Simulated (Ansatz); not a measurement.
Here is the system:

```xyz
1
Lattice="0.0000 1.9389 1.9873 1.9389 0.0000 1.9873 1.9389 1.9389 0.0000" Properties=species:S:1:pos:R:3 pbc="T T T"
Pd     0.0000     0.0000     0.0000
```

No spin polarisation.

Calculations: PBEsol in Ansatz (plane waves to 420 eV, PAW, no SOC). k-mesh 29×29×29 (Γ-centred); smearing 0.1 eV (Fermi–Dirac).

What is the computed band gap?

Zero.

Estimate the space group.

I4/mmm (No. 139).

Predict the stress (xx, yy, zz, yz, xz, xy; compression positive).

(-4.1, -4.1, -5.7, 0.0, 0.0, 0.0) GPa.

The cells carry an imposed strain or load. Whether these cells are dynamically stable was not tested. All final runs are without spin polarisation. The cell was made from Pd in the fcc (Cu type) structure (space group Fm-3m, No. 225) by this change: uniaxial strain ε_zz = +2.50 %. Pd lies near a magnetic instability that expansion can trigger; it was not tested.

Ansatz is a first-principles code.
